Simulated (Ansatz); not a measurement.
Input and output of a self-consistent single point for Sr3Mg (I4/mmm, 4 atoms in the cell) (Ansatz, a program for electronic structure).

Method: PBEsol, default PAW files made with PBE (plane waves; Ansatz).

```
Sr3Mg
1.0
   -2.76478     2.76478     5.92435
    2.76478    -2.76478     5.92435
    2.76478     2.76478    -5.92435
Sr Mg
3 1
Direct
  0.50000   0.50000   0.00000
  0.25000   0.75000   0.50000
  0.75000   0.25000   0.50000
  0.00000   0.00000   0.00000
```

Reference input (self-consistent single point, DFT, PBEsol, plane waves, default PAW files made with PBE): basis.ecutwfc = 420 eV; kpoints.mp_grid.grid = 9 9 9; kpoints.mp_grid.shift = 0.5 0.5 0.5; hamiltonian.xc = pbesol; hamiltonian.pseudopotentials = {kind: paw} (the program's default PAW files); scf.occupations.method = cold; scf.occupations.width = 0.136 eV. This run's input differs from it in these lines:

```diff
@@ -24,3 +24,3 @@
     method: cold
-    width: 0.136
+    width: 0.8
 output:
```

Output (repeated stretches shortened):

```
SCF iter   1: F=—  HF=-12388.625069 eV  |F-HF|=—  |Δ(HF+E_count)|=         —  Δρ=1.95e-3  dr2=1.43e-2  ethr=1.77e-3  ⟨swp⟩=10.5  Hψ=23857  notcnv=0
all-band conjugate gradients solve this SCF's bands
automatic band count: the SCF goes on with 32 bands, as 26 were too few: the levels above may hold too much charge
preconditioner: auto → Kerker (q_TF=auto, 2.121 Å⁻¹)
   [... lines left out ...]
SCF iter   4: F=—  HF=-12388.622528 eV  |F-HF|=—  |Δ(HF+E_count)|=   4.41e-5  S|Δr|=    0.00e0  Δρ=6.93e-5  dr2=1.65e-5  ethr=6.07e-7  ⟨swp⟩=2.1  Hψ=3246  notcnv=0
SCF iter   5: F=—  HF=-12388.622507 eV  |F-HF|=—  |Δ(HF+E_count)|=   2.08e-5  S|Δr|=    0.00e0  Δρ=1.28e-5  dr2=4.52e-7  ethr=4.12e-8  ⟨swp⟩=2.7  Hψ=3844  notcnv=0
SCF iter   6: F=-12388.622507 eV  HF=-12388.622507 eV  |F-HF|=8.95e-9  |Δ(HF+E_count)|=   4.30e-8  S|Δr|=    0.00e0  Δρ=3.07e-6  dr2=1.93e-8  ethr=2.50e-10  ⟨swp⟩=9.6  Hψ=13406  notcnv=0
SCF 1 converged in 6 iterations: F = -12388.622507 eV  dr2 = 1.93e-8
Stability not checked (fill_not_monotonic)
Free energy (F): -12388.622507 eV
Internal energy: -12388.281069 eV  (E = F + TS)
E sigma→0 (E₀):  -12388.508694 eV
Entropy (-TS):   -0.341438 eV (-85.360 meV/atom)
Fermi energy:    5.189054 eV
--- Forces (eV/Å), atoms counted from 1 ---
  atom   1  Sr    -0.00000000    -0.00000000    -0.00000000
   [... zero for the other atoms too ...]
--- Stress (GPa, compression-positive) ---
       -0.439165       0.000000      -0.000000
        0.000000      -0.439165      -0.000000
       -0.000000       0.000000      -0.838144
  P = ⅓ Tr σ = -0.5722 GPa (-5.722 kbar)
  The stress holds the Pulay correction. Without it, at fixed plane waves, as pw.x and ABINIT print it: P = -0.5746 GPa
```

The run converged in 6 iterations. Against the reference run the free energy drops by 37.5 meV/atom and the pressure moves little (-0.61 to -0.57 GPa).

The starting cell comes from a database of computed structures (which also holds hypothetical and non-ambient phases and stackings), without a prior relaxation at this level. Ansatz's pressure includes its estimate of the finite-basis (Pulay) stress.

Keys are those of Ansatz 0.2.
